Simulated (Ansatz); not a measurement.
# Response to strain in MgTe

Take MgTe in the wurtzite structure (space group P6_3mc, No. 186; a = 4.509 Å, c = 7.338 Å) as the base. Axes: x lies along a and z along c of the hexagonal cell.

Strains are applied to the cell and any free atomic positions relax.

Computed with LDA/PAW in Ansatz (an electronic-structure program), without spin-orbit coupling.

Notes on the quantities. band gap: an upper bound: an edge found on the path is not a true extremum; the base alone; energy relative to the base: free energy F.

```
case                         shortest interatomic distance  band gap  energy relative to the base
---------------------------  -----------------------------  --------  ---------------------------
base                                               2.757 Å   2.43 eV                   0 meV/atom
tensor shear ε_xz = +2.00 %                        2.752 Å   2.34 eV                +1.6 meV/atom
tensor shear ε_xz = +1.33 %                        2.754 Å   2.37 eV                            ?
tensor shear ε_xz = +1.00 %                        2.754 Å   2.39 eV                            ?
tensor shear ε_xz = +1.67 %                        2.753 Å   2.36 eV                +1.1 meV/atom
tensor shear ε_xz = +0.67 %                        2.755 Å   2.40 eV                +0.2 meV/atom
tensor shear ε_xz = +0.33 %                        2.756 Å   2.42 eV                 0.0 meV/atom
```

Complete the table.


- tensor shear ε_xz = +1.33 %, energy relative to the base: +0.7 meV/atom
- tensor shear ε_xz = +1.00 %, energy relative to the base: +0.4 meV/atom

Spin-orbit coupling, missing from the scalar runs, can matter with Te. Whether these cells are dynamically stable was not tested.
